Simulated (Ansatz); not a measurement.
Fluorite PtAl₂, treated with PBE (Ansatz, a program for electronic structure, PAW).

Numerical settings: plane-wave cutoff 520 eV, 20×20×20 k mesh, Fermi–Dirac smearing 0.091 eV (set by the program), scalar-relativistic PAW data made under PBE.

The cell has the measured lattice: a = b = c = 5.9100 Å, α = β = γ = 90.00°.

Task: Give the computed Young modulus, polycrystal shear modulus (Hill average), Poisson ratio, elastic constant C11, Voigt–Reuss–Hill bulk modulus, elastic constant C12 and elastic constant C44.

Result: 
- Young modulus = 108 GPa
- polycrystal shear modulus (Hill average) = 39.4 GPa
- Poisson ratio = 0.372
- elastic constant C11 = 183 GPa
- Voigt–Reuss–Hill bulk modulus = 140 GPa
- elastic constant C12 = 119 GPa
- elastic constant C44 = 44.9 GPa

Note: the cell isn't this level's own, so it is under some stress, which shifts stiffness and frequencies.

Elastic constants are with the ions relaxed.

Spin–orbit coupling is not included.

Static lattice: no zero-point or thermal effects.
